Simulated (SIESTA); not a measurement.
Band structure of Fe (Im-3m, 1 atom in the cell).

```
Fe
1.0
   -1.41320     1.41320     1.41320
    1.41320    -1.41320     1.41320
    1.41320     1.41320    -1.41320
Fe
1
Cartesian
  0.00000   0.00000   0.00000
```
Moments meant for the start (each program seeds them in its own way; μB, in the order of the atoms Fe): 4.0.

Computed with GGA PBE, numerical atomic orbitals DZP, PseudoDojo PBE standard norm-conserving potentials (rewritten from UPF to PSML) in SIESTA.

Settings: XC.functional = GGA; XC.authors = PBE; potentials = PseudoDojo PBE standard; PAO.BasisSize = DZP; PAO.EnergyShift = 0.005 Ry; MeshCutoff = 400 Ry; kgrid.MonkhorstPack = 16 16 16; OccupationFunction = FD; ElectronicTemperature = 1160.45 K; Spin = polarized; DM.InitSpin = [1 +4.00]; MaxSCFIterations = 150; SCF.Mixer.Method = Pulay; SCF.Mixer.Weight = 0.1.

The starting cell comes from a database of computed structures (which also holds hypothetical and non-ambient phases and stackings), without a prior relaxation at this level. Its lattice was rescaled by a random factor within 2.5 % of one. With one magnetic atom in the cell only a parallel order is possible. Values carry the incompleteness of an atom-centred basis.

Levels in eV from the Fermi level, bands 6 to 11 of the first spin channel:
```tsv
point	6	7	8	9	10	11
Γ	-2.40	-2.40	-2.40	-1.15	-1.15	33.28
H	-4.96	0.06	0.06	0.06	10.28	10.28
N	-3.50	-1.09	-0.95	0.34	0.49	7.71
P	-3.34	-3.34	-0.92	-0.92	8.82	8.82
```

Bands cross the Fermi level along this path, so the cell is metallic at this level.

Higher empty bands are left out: an atom-centred basis made for the valence describes them poorly.

The net moment of the cell came out as 2.25 μB.
